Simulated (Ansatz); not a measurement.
Abridged Ansatz (a quantum-chemistry and plane-wave program) output:

```
Pseudopotential: Na, paw, valence charge 9
Pseudopotential: Sn, paw, valence charge 14
Pseudopotential: I, paw, valence charge 17
Crystal: 5 atoms, lattice volume = 225.433 Å³
Basis set: ecut = 420 eV, 4385 PW (Γ), exchange–correlation on 90×90×90 points (8 copies of the dense FFT grid, shifted against one another)
Bands: 42, of which v1, the nominal top of the filled ones, is band 37 counted from 1 (36 counted from 0)
Symmetry: 48 space group operations
k-points: 35 of 512
Functional: x = pbesol(κ = 0.804, μ = 0.12345679012345678), c = pbesol(β = 0.046)
SCF iter   1: F=—  HF=-29725.586809 eV  |F-HF|=—  |Δ(HF+E_count)|=         —  Δρ=1.82e-3  dr2=5.73e-3  ethr=1.77e-3  ⟨swp⟩=8.6  Hψ=6261  notcnv=0
SCF iter   2: F=—  HF=-29725.584014 eV  |F-HF|=—  |Δ(HF+E_count)|=   2.80e-3  Δρ=9.81e-4  dr2=1.86e-3  ethr=7.74e-6  ⟨swp⟩=2.5  Hψ=3308  notcnv=0  defer=2
SCF 1 converged in 9 iterations: F = -29725.584633 eV  dr2 = 2.03e-10
SCF converged after 9 iterations
Free energy (F): -29725.584633 eV
Internal energy: -29725.583897 eV  (E = F + TS)
E sigma→0 (E₀):  -29725.584265 eV
Entropy (-TS):   -0.000737 eV (-0.147 meV/atom)
Fermi energy:    4.862725 eV
--- Forces (eV/Å), atoms counted from 1 ---
  atom   1  Na    -0.00000000    -0.00000000    -0.00000000
  atom   2  Sn     0.00000000    -0.00000000    -0.00000000
  atom   3  I      0.00000000    -0.00000000     0.00000000
  atom   4  I      0.00000000     0.00000000    -0.00000000
  atom   5  I     -0.00000000    -0.00000000     0.00000000
--- Stress (GPa, compression-positive) ---
        0.003119       0.000000       0.000000
        0.000000       0.003119       0.000000
        0.000000       0.000000       0.003119
  P = ⅓ Tr σ = 0.0031 GPa (0.031 kbar)
```

### Question
What was computed, and what are the main results?

### Answer
NaSnI3, 5 atoms in the cell, with PBEsol (Ansatz; PAW; 420 eV plane waves; no spin-orbit coupling). The last SCF converged to F = -29725.584633 eV, or -5945.1169 eV per atom, at a pressure of 0.00 GPa. The total energy compares only with runs of the same code, potentials and settings.

Spin-orbit coupling, missing from the scalar runs, can matter with I. No phonon test of stability was made. The final runs are not spin-polarised. The cell was made from CsSnI3 by this change: Cs → Na; the result is a hypothetical phase, not in the database extracts checked. Many cubic perovskites are stable only at high temperature; tilts and polar distortions were not tested.
